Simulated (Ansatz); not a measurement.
Pressure series in Nb

The parent structure is Nb in the bcc (W type) structure (space group Im-3m, No. 229; a = 3.3027 Å).

Cell and atoms are relaxed at each pressure.

Level of theory: r2SCAN (Ansatz, an electronic-structure program; PAW; 500 eV plane waves; no SOC).

Notes on the quantities. enthalpy: H = E + PV relative to the base's energy.

```json
[
 {"change": "base", "lattice parameter a": "6.241 bohr", "enthalpy": "–"},
 {"change": "pressure −2 GPa", "lattice parameter a": "6.266 bohr", "enthalpy": "-0.23 eV/atom"},
 {"change": "pressure −1 GPa", "lattice parameter a": "6.253 bohr", "enthalpy": "-0.11 eV/atom"},
 {"change": "pressure 3 GPa", "lattice parameter a": "6.206 bohr", "enthalpy": "+0.33 eV/atom"},
 {"change": "pressure 7 GPa", "lattice parameter a": "6.164 bohr", "enthalpy": "+0.77 eV/atom"},
 {"change": "pressure 15 GPa", "lattice parameter a": "6.087 bohr", "enthalpy": "+1.62 eV/atom"},
 {"change": "pressure 30 GPa", "lattice parameter a": "5.968 bohr", "enthalpy": "+3.14 eV/atom"},
 {"change": "pressure 50 GPa", "lattice parameter a": "5.841 bohr", "enthalpy": "+5.04 eV/atom"},
 {"change": "pressure 75 GPa", "lattice parameter a": "5.707 bohr", "enthalpy": "+7.26 eV/atom"},
 {"change": "pressure 100 GPa", "lattice parameter a": "5.597 bohr", "enthalpy": "+9.35 eV/atom"}
]
```

Load acts through the strain it causes; cell and atoms are relaxed under it. No phonon test of stability was made. Competing high-pressure phases were not computed. All final runs are without spin polarisation.
